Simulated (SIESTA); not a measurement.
SIESTA run on MgMn2O4 (P-3m1, 7 atoms in the cell): self-consistent single point

Method: LDA PW92, numerical atomic orbitals DZP, PseudoDojo LDA standard norm-conserving potentials (rewritten from UPF to PSML) run with SIESTA.

The input file:

```
# files in the folder: Mg.psml Mn.psml O.psml (PseudoDojo LDA standard)
SystemName  MgMn2O4
SystemLabel mgmn2o4

NumberOfAtoms                7
NumberOfSpecies              3
%block ChemicalSpeciesLabel
  1 12 Mg
  2 25 Mn
  3 8 O
%endblock ChemicalSpeciesLabel
LatticeConstant              1.0 Bohr
%block LatticeVectors
     5.844732041    0.000000000    0.000000000
    -2.922366965    5.061686227    0.000000000
     0.000000000    0.000000000   19.157992429
%endblock LatticeVectors
AtomicCoordinatesFormat      ScaledCartesian
%block AtomicCoordinatesAndAtomicSpecies
     0.000000000    0.000000000    0.000000000  1
     0.000000000    0.000000000   13.999319808  2
     0.000000000    0.000000000    5.158672621  2
     2.922368628    1.687227055    2.375974221  3
    -0.000003552    3.374459172   16.782018208  3
     2.922368628    1.687227055   12.477217309  3
    -0.000003552    3.374459172    6.680775120  3
%endblock AtomicCoordinatesAndAtomicSpecies

XC.functional                LDA
XC.authors                   PW92
PAO.BasisSize                DZP
PAO.EnergyShift              0.01 Ry
MeshCutoff                   350 Ry
%block kgrid.MonkhorstPack
    7   0   0  0.0
    0   7   0  0.0
    0   0   2  0.0
%endblock kgrid.MonkhorstPack
OccupationFunction           MP
OccupationMPOrder            0
ElectronicTemperature        2320.9 K
Spin                         polarized
%block DM.InitSpin
  1 +0.00
  2 +4.00
  3 +4.00
  4 +0.00
  5 +0.00
  6 +0.00
  7 +0.00
%endblock DM.InitSpin

MaxSCFIterations             150
SCF.Mixer.Method             Pulay
SCF.Mixer.Weight             0.1
SCF.Mixer.History            8
SCF.DM.Tolerance             1.0E-04
Diag.ParallelOverK           true
WriteForces                  true
Charge.Mulliken              end
```

Log, with long lists cut:

```
reinit: Reading from file input.fdf

reinit: System Name: MgMn2O4
reinit: System Label: mgmn2o4

NOTE on units for spin output:
{S} is the spin magnetic moment, in units of the Bohr magneton,
assuming a g-factor for the electron spin of exactly 2.
The spin magnetic moment is then numerically equal to the charge inbalance,
in units of electrons, between the spin-up and -down channels.

coor:   Atomic-coordinates input format  =     Cartesian coordinates
coor:                                          (in units of alat)

siesta: Atomic coordinates (Bohr) and species
siesta:      0.00000   0.00000   0.00000  1        1
siesta:      0.00000   0.00000  13.99932  2        2
siesta:      0.00000   0.00000   5.15867  2        3
siesta:      2.92237   1.68723   2.37597  3        4
siesta:     -0.00000   3.37446  16.78202  3        5
siesta:      2.92237   1.68723  12.47722  3        6
siesta:     -0.00000   3.37446   6.68078  3        7

siesta: System type = bulk

initatomlists: Number of atoms, orbitals, and projectors:      7    99    96

siesta: ******************** Simulation parameters ****************************
redata: Spin configuration                          = collinear
redata: Time-Reversal Symmetry                      = T
redata: Number of Atomic Species                    =        3
redata: Mesh Cutoff                                 =   350.0000 Ry
redata: Net charge of the system                    =     0.0000 |e|
redata: Min. number of SCF Iter                     =        0
redata: Max. number of SCF Iter                     =      150
redata: SCF convergence failure will abort job
redata: SCF mix quantity                            = Hamiltonian
redata: Mix DM or H after convergence               =   F
redata: Recompute H after scf cycle                 =   F
redata: Mix DM in first SCF step                    =   T
redata: No kicks to SCF
   [... lines left out ...]
diag: Absolute tolerance                            =  0.100E-15
diag: Orthogonalization factor                      =  0.100E-05
diag: Memory factor                                 =  1.0000

superc: Internal auxiliary supercell:     5 x     5 x     3  =      75
superc: Number of atoms, orbitals, and projectors:    525   7425   7200

                        Single-point calculation

superc: Internal auxiliary supercell:     5 x     5 x     3  =      75
superc: Number of atoms, orbitals, and projectors:    525   7425   7200

outcell: Unit cell vectors (Ang):
        3.092899    0.000000    0.000000
       -1.546450    2.678529    0.000000
        0.000000    0.000000   10.137973

outcell: Cell vector modules (Ang)   :    3.092899    3.092899   10.137973
outcell: Cell angles (23,13,12) (deg):     90.0000     90.0000    120.0000
outcell: Cell volume (Ang**3)        :     83.9872
new_DM -- step:     1
Initializing Density Matrix...

Attempting to read DM from file... Failed...
initDM: WARNING: atom 1 has a closed-shell and cannot be polarized
DM filled with atomic data (user-defined):

InitMesh: MESH = 32 x 32 x 120 = 122880
InitMesh: Mesh cutoff (required, used) =   350.000   387.224 Ry

stepf: Methfessel-Paxton step function
       Using Hermite-Gauss polynomials of order  0
        iscf     Eharris(eV)        E_KS(eV)     FreeEng(eV)     dDmax    Ef(eV) dHmax(eV)
   scf:    1    -9240.154458    -9298.472904    -9298.556609  0.742954 -1.667101 23.773363
     spin moment: {S} , |S| = {        0.0        0.0    7.83867 }     7.83867
   scf:    2    -9333.493266    -9317.845968    -9317.928286  0.142352 -3.043682 14.262348
     spin moment: {S} , |S| = {        0.0        0.0    8.00000 }     8.00000
   scf:    3    -9327.205817    -9328.570295    -9328.629706  0.209369 -4.617116  3.076324
     spin moment: {S} , |S| = {        0.0        0.0    7.99958 }     7.99958
   scf:    4    -9329.201181    -9328.956158    -9329.017588  0.010946 -4.586742  2.950014
     spin moment: {S} , |S| = {        0.0        0.0    7.99996 }     7.99996
   scf:    5    -9328.653344    -9328.995454    -9329.061566  0.047898 -4.747916  2.331181
     spin moment: {S} , |S| = {        0.0        0.0    8.00000 }     8.00000
   scf:    6    -9329.027203    -9329.033587    -9329.099530  0.013473 -4.740302  1.149706
   [... lines left out ...]
   scf:   11    -9329.157476    -9329.157484    -9329.221115  0.000693 -4.771243  0.034811
     spin moment: {S} , |S| = {        0.0        0.0    8.00000 }     8.00000
   scf:   12    -9329.157057    -9329.157435    -9329.220977  0.001014 -4.777839  0.062330
     spin moment: {S} , |S| = {        0.0        0.0    8.00000 }     8.00000
   scf:   13    -9329.157759    -9329.157671    -9329.221226  0.000765 -4.771590  0.004226
     spin moment: {S} , |S| = {        0.0        0.0    8.00000 }     8.00000
   scf:   14    -9329.157668    -9329.157670    -9329.221229  0.000065 -4.771148  0.002938
     spin moment: {S} , |S| = {        0.0        0.0    8.00000 }     8.00000
   scf:   15    -9329.157669    -9329.157669    -9329.221232  0.000179 -4.771142  0.001705
     spin moment: {S} , |S| = {        0.0        0.0    8.00000 }     8.00000
   scf:   16    -9329.157665    -9329.157667    -9329.221233  0.000013 -4.771073  0.000863
     spin moment: {S} , |S| = {        0.0        0.0    8.00000 }     8.00000
SCF Convergence by DM+H criterion
max |DM_out - DM_in|         :     0.0000134813
max |H_out - H_in|      (eV) :     0.0008630381
SCF cycle converged after 16 iterations

Using DM_out to compute the final energy and forces

siesta: E_KS(eV) =            -9329.1577

siesta: E_KS - E_eggbox =     -9329.1577

siesta: Atomic forces (eV/Ang):
     1    0.000000    0.000000    0.000040
     2    0.000007   -0.000004   -0.588145
     3   -0.000007    0.000004    0.588118
     4   -0.000005    0.000002    0.301620
     5    0.000005   -0.000002   -0.301681
     6   -0.000009    0.000005    1.401247
     7    0.000009   -0.000005   -1.401200
   Tot   -0.000000   -0.000000   -0.000000
   Max    1.401247
   Res    0.478123    sqrt( Sum f_i^2 / 3N )
   Max    1.401247    constrained

Stress tensor Voigt[x,y,z,yz,xz,xy] (kbar):      231.45      231.45      164.20        0.00       -0.00       -0.00
(Free)E + p*V (eV/cell)    -9340.1788
Target enthalpy (eV/cell)    -9329.2212

siesta: Program's energy decomposition (eV):
siesta: Ebs     =     -1871.882743
siesta: Eions   =     12559.527205
siesta: Ena     =      1258.078285
siesta: Ekin    =      4737.968634
siesta: Enl     =     -1198.187599
siesta: Eso     =         0.000000
siesta: Edftu   =         0.000000
siesta: DEna    =        68.378779
siesta: DUscf   =         3.500221
siesta: DUext   =         0.000000
siesta: Ex      =     -1502.257205
siesta: Ec      =      -137.111577
siesta: Exc     =     -1639.368781
siesta: Eharris =     -9329.157665
siesta: Etot    =     -9329.157667
siesta: FreeEng =     -9329.221233

siesta: Atomic forces (eV/Ang):
siesta:      1    0.000000    0.000000    0.000040
siesta:      2    0.000007   -0.000004   -0.588145
siesta:      3   -0.000007    0.000004    0.588118
siesta:      4   -0.000005    0.000002    0.301620
siesta:      5    0.000005   -0.000002   -0.301681
siesta:      6   -0.000009    0.000005    1.401247
siesta:      7    0.000009   -0.000005   -1.401200
siesta: ----------------------------------------
siesta:    Tot   -0.000000   -0.000000   -0.000000

siesta: Stress tensor (static) (eV/Ang**3):
   [... lines left out ...]
siesta: Cell volume =         83.987223 Ang**3
siesta:        -209.03060158       -204.24104593  kBar
   [... lines left out ...]

             -0.015  -0.016  -0.013
   3  5.190   0.991   0.275  -0.076   0.996   0.998   0.996   0.115   0.118
              0.115   0.155   0.154   0.119   0.154   0.155  -0.013  -0.016

             -0.015  -0.016  -0.013

Species: O
Atom  Qatom  Qorb
               2s      2s      2py     2pz     2px     2py     2pz     2px
               3Pdxy   3Pdyz   3Pdz2   3Pdxz   3Pdx2-y2
   4  3.270   0.867   0.010   0.886   0.904   0.886  -0.092  -0.107  -0.092
              0.002   0.002   0.002   0.002   0.002
   5  3.270   0.867   0.010   0.886   0.904   0.886  -0.092  -0.107  -0.092
              0.002   0.002   0.002   0.002   0.002
   6  3.224   0.858   0.028   0.802   0.882   0.802  -0.032  -0.100  -0.032
              0.003   0.004   0.003   0.004   0.003
   7  3.224   0.858   0.028   0.802   0.882   0.802  -0.032  -0.100  -0.032
              0.003   0.004   0.003   0.004   0.003

mulliken: Qtot =       28.000

Mulliken Atomic Populations:
Atom #   charge [q] valence [e]      Sz [e]  Species
     1     0.720004    9.279996    0.015078  Mg
     2     0.775113   14.224887    3.844937  Mn
     3     0.775110   14.224890    3.844940  Mn
     4    -0.637764    6.637764    0.098145  O
     5    -0.637763    6.637763    0.098145  O
     6    -0.497349    6.497349    0.049376  O
     7    -0.497350    6.497350    0.049378  O
 Total    -0.000000                7.999999
```

The run converged in 16 iterations.

The starting cell comes from a database of computed structures (which also holds hypothetical and non-ambient phases and stackings), without a prior relaxation at this level. Its lattice was rescaled by a random factor within 2.5 % of one. The magnetic order is the one reached from the typed start; others were not searched systematically. Values carry the incompleteness of an atom-centred basis. With a pressure of about -21 GPa the cell is away from its equilibrium volume at this level. Forces in this geometry exceed 1 eV/Å.

Cost on one core of a shared machine: roughly 40 s.
